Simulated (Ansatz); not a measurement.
tetragonal BaTiO3 (1 0 0) on silicon (1 1 0) (film strained to the substrate, started from cuts of the bulks and a machine-learned relaxation; metallic at this level, with no gap by band count)

A periodic stack without vacuum, tetragonal BaTiO3 (1 0 0) on silicon (1 1 0) (film strained to the substrate, started from cuts of the bulks and a machine-learned relaxation; metallic at this level, with no gap by band count): substrate slab Si48, film Ba8Ti12O32, surface cells [[0, -1], [3, -1]] and [[1, 0], [1, 4]], film strained by -3.0 and -2.4 %, outermost planes Si/Si and OTi/OTi as cut, which need not be the usual terminations and can put a slab off its formula.

The start was prepared with a machine-learned potential, and the result is one local minimum, with the in-plane cell held and forces under 0.04 eV/Å; the film can end far from its bulk form.

These are PBE (plane waves to 420 eV, PAW; Ansatz, a quantum-chemistry and plane-wave program) values and carry that method's errors. No spin–orbit coupling; PBE gaps are too small against experiment. Its k-point mesh 6×2×1, Fermi–Dirac width 0.05 eV.

interface area: 63.5 Å²
period: 27.58 Å
gaps between the outermost planes at the two interfaces: 1.06 and 1.10 Å
Si–Ti contacts across the interfaces within 1.22 times the sum of covalent radii: 12, mean 2.93 Å
O–Si contacts across the interfaces within 1.22 times the sum of covalent radii: 5, mean 1.71 Å
spin-polarised check at this geometry: keeps a moment, energy -0.04 eV
slope of the mean potential energy in the substrate: +1.2 MV/cm × e

```
CELL_PARAMETERS angstrom
      3.86787     0.00003     0.00508
      3.86792    16.40961    -0.11950
      1.96981     2.07610    27.56617
ATOMIC_POSITIONS crystal
  Si 0.57288 0.14571 0.13661
  Si 0.26240 0.46658 0.11758
  Si 0.91501 0.81208 0.12156
  Si 0.99626 0.22610 0.12915
  Si 0.67624 0.55124 0.12061
  Si 0.32972 0.89574 0.12460
  Si 0.24982 0.00632 0.06528
  Si 0.96481 0.29778 0.05131
  Si 0.58666 0.66778 0.06778
  Si 0.66698 0.09036 0.06293
  Si 0.38035 0.38430 0.04585
  Si 0.02273 0.74158 0.04844
  Si 0.52424 0.12584 0.26880
  Si 0.19066 0.46261 0.26318
  Si 0.86355 0.78995 0.26255
  Si 0.94297 0.20919 0.26489
  Si 0.60754 0.54553 0.26353
  Si 0.27888 0.87295 0.26573
  Si 0.22131 0.96601 0.19704
  Si 0.88287 0.30503 0.19627
  Si 0.55929 0.63165 0.19057
  Si 0.63779 0.04730 0.20120
  Si 0.30245 0.38708 0.19317
  Si 0.97471 0.71644 0.19019
  Si 0.47065 0.10946 0.40737
  Si 0.13770 0.44275 0.40231
  Si 0.79890 0.77937 0.40510
  Si 0.88940 0.19259 0.40329
  Si 0.55498 0.52490 0.40240
  Si 0.21435 0.86290 0.40888
  Si 0.16544 0.94946 0.33647
  Si 0.83153 0.28527 0.33367
  Si 0.49639 0.61992 0.33418
  Si 0.58152 0.03285 0.33785
  Si 0.24891 0.36829 0.33244
  Si 0.91348 0.70290 0.33410
  Si 0.40957 0.10723 0.54742
  Si 0.07289 0.42782 0.54448
  Si 0.73708 0.78032 0.52268
  Si 0.82570 0.19225 0.54445
  Si 0.49138 0.51319 0.54497
  Si 0.16371 0.84019 0.54958
  Si 0.10813 0.93735 0.48103
  Si 0.77401 0.27233 0.47034
  Si 0.43925 0.59738 0.47287
  Si 0.52410 0.02266 0.48005
  Si 0.18866 0.35488 0.47369
  Si 0.86107 0.67791 0.47039
  Ba 0.52819 0.91011 0.72074
  Ba 0.25238 0.18923 0.72075
  Ba 0.02257 0.42905 0.71971
  Ba 0.77839 0.66355 0.72648
  Ti 0.94245 0.03834 0.63072
  Ti 0.78597 0.34938 0.61773
  Ti 0.45533 0.55822 0.63457
  Ti 0.20195 0.78571 0.65178
  O  0.74978 0.25577 0.58791
  O  0.54121 0.44363 0.65052
  O  0.29905 0.67500 0.65010
  O  0.03352 0.93721 0.65208
  O  0.86484 0.09089 0.68408
  O  0.61973 0.30983 0.74292
  O  0.39920 0.53552 0.74274
  O  0.14547 0.78903 0.72094
  O  0.43828 0.05439 0.60440
  O  0.13810 0.31410 0.65473
  O  0.91698 0.55978 0.64753
  O  0.66514 0.80154 0.64948
  Ba 0.45122 0.90933 0.87434
  Ba 0.21075 0.14646 0.87882
  Ba 0.95133 0.40391 0.89489
  Ba 0.70182 0.66009 0.87940
  Ti 0.85370 0.04637 0.79744
  Ti 0.59994 0.29796 0.80628
  Ti 0.36129 0.53885 0.80738
  Ti 0.10389 0.79457 0.80205
  O  0.74105 0.16022 0.79746
  O  0.48601 0.40281 0.82474
  O  0.24325 0.65383 0.80763
  O  0.99260 0.90979 0.79185
  O  0.83717 0.02998 0.86065
  O  0.57183 0.26034 0.92255
  O  0.32629 0.52526 0.89787
  O  0.06815 0.79089 0.86953
  O  0.36859 0.04015 0.78101
  O  0.10941 0.27933 0.82324
  O  0.86494 0.52839 0.81874
  O  0.61477 0.78440 0.79631
  Ti 0.80274 0.99606 0.98455
  Ti 0.59913 0.20334 0.98005
  Ti 0.28447 0.54698 0.96080
  Ti 0.06052 0.77905 0.95215
  O  0.71691 0.10072 0.95077
  O  0.35210 0.43766 0.99311
  O  0.14772 0.66930 0.94970
  O  0.90444 0.91284 0.94669
  O  0.30935 0.97799 0.00586
  O  0.05399 0.23626 0.00190
  O  0.75129 0.55385 0.96837
  O  0.52239 0.79099 0.94560
```
